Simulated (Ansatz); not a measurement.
# A series of runs on BiSeBr (Pnma, 12 atoms in the cell)

```
BiSeBr
1.0
    8.56274     0.00000     0.00000
    0.00000     4.16685     0.00000
    0.00000     0.00000    11.01651
Bi Se Br
4 4 4
Direct
  0.88357   0.25000   0.13275
  0.11643   0.75000   0.86725
  0.61643   0.75000   0.63275
  0.38357   0.25000   0.36725
  0.31837   0.75000   0.54032
  0.68163   0.25000   0.45968
  0.18163   0.25000   0.04032
  0.81837   0.75000   0.95968
  0.02502   0.75000   0.30386
  0.97498   0.25000   0.69614
  0.47498   0.25000   0.80386
  0.52502   0.75000   0.19614
```

Base run A: LDA (PW92), default PAW files made with PBE (Ansatz, a quantum-chemistry and plane-wave program), self-consistent single point.

Its settings: basis.ecutwfc = 420 eV; kpoints.mp_grid.grid = 3 7 3; kpoints.mp_grid.shift = 0.5 0.5 0.5; hamiltonian.xc = lda; hamiltonian.pseudopotentials = {kind: paw} (the program's default PAW files); scf.occupations.method = fermi_dirac; scf.occupations.width = 0.05 eV.

The starting cell comes from a database of computed structures (which also holds hypothetical and non-ambient phases and stackings), without a prior relaxation at this level. Spin-orbit coupling is off. In the base run, with a pressure of about -3 GPa the cell is away from its equilibrium volume at this level. Ansatz's pressure includes its estimate of the finite-basis (Pulay) stress. The shifted mesh does not hold Γ, so a gap read on it misses any band edge there.

ΔF is the free energy per atom less that of run A. 

The first pressure column holds Ansatz's estimate of the finite-basis (Pulay) stress, which hides part of the cutoff error; the other is without it.

In some runs the Pulay estimate is large (up to 21 GPa), a sign of a cutoff far from converged.

Runs:
- B: lattice scaled by 0.97
- C: lattice scaled by 0.97; basis.ecutwfc: 420 eV → 250 eV
- D: lattice scaled by 0.985
- E: lattice scaled by 0.985; basis.ecutwfc: 420 eV → 250 eV
- F: lattice scaled by 1.015
- G: lattice scaled by 1.015; basis.ecutwfc: 420 eV → 250 eV
- H: lattice scaled by 1.03
- I: lattice scaled by 1.03; basis.ecutwfc: 420 eV → 250 eV
- J: basis.ecutwfc: 420 eV → 250 eV

```tsv
run	ΔF (meV/atom)	pressure (GPa)	largest force (eV/Å)	gap on the mesh (eV)	pressure at a fixed set of plane waves (GPa)
A	0.00	-3.49	0.280	1.770	-3.52
B	-28.3	0.68	0.550	1.875	0.65
C	496.5	0.68	0.554	1.914	-20.24
D	-23.7	-1.65	0.109	1.827	-1.67
E	500.1	-1.66	0.123	1.866	-21.61
F	39.7	-4.94	0.614	1.698	-4.96
G	564.9	-4.94	0.602	1.740	-23.26
H	92.8	-6.06	0.903	1.624	-6.08
I	615.1	-6.09	0.888	1.659	-23.52
J	525.6	-3.50	0.281	1.811	-22.64
```

Run B against A: The free energy falls by 28.3 meV/atom, the pressure goes from -3.49 to 0.68 GPa, the largest force goes from 0.280 to 0.550 eV/Å and the gap on the mesh goes from 1.770 to 1.875 eV.

Run D against A: The free energy goes down by 23.7 meV/atom, the pressure goes from -3.49 to -1.65 GPa, the largest force goes from 0.280 to 0.109 eV/Å and the gap on the mesh goes from 1.770 to 1.827 eV.

Run J against A: The free energy goes up by 526 meV/atom, the pressure moves little (-3.49 to -3.50 GPa), the largest force hardly changes (0.280 to 0.281 eV/Å) and the gap on the mesh goes from 1.770 to 1.811 eV.

Keys are those of Ansatz 0.2.
